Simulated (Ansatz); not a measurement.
Take CsPbBr3 in the cubic perovskite structure (space group Pm-3m, No. 221) as the base.

```
CsPbBr3
1.0
    5.87207     0.00000     0.00000
    0.00000     5.87207     0.00000
    0.00000     0.00000     5.87207
Cs Pb Br
1 1 3
Direct
  0.00000   0.00000   0.00000
  0.50000   0.50000   0.50000
  0.50000   0.00000   0.50000
  0.00000   0.50000   0.50000
  0.50000   0.50000   0.00000
```

Cartesian axes are those of the cell as printed.

Level of theory: PBEsol, PAW, 420 eV (Ansatz, an electronic-structure program; no spin-orbit coupling).

Base values:

```
Quantity                        Result
-----------------------------  -------
Shortest interatomic distance  2.936 Å
```

Now apply this change: compressive biaxial strain of 2.40 % in the plane normal to [001], as in epitaxy on a mismatched substrate; the out-of-plane cell vector and the atoms relax.

### Question
What does the calculation give for the out-of-plane strain after the change?

### Answer
The out-of-plane strain amounts to +0.62 %.

### Question
Estimate the effect on the shortest interatomic distance.

### Answer
The shortest interatomic distance shrinks by 0.070 Å (2.936 Å → 2.866 Å).

### Question
Estimate the effect on the electron mass.

### Answer
The electron mass amounts to 0.072 mₑ out of plane, 0.67 mₑ in plane (at R).

Spin-orbit coupling, missing from the scalar runs, can matter with Pb. The levels and masses belong to the bands next to the band gap. Effective masses come from finite differences of ±0.01 Å⁻¹. Whether these cells are dynamically stable was not tested. Many cubic perovskites are stable only at high temperature; tilts and polar distortions were not tested. This is not the structure that CsPbBr3 has at room temperature and ambient pressure.
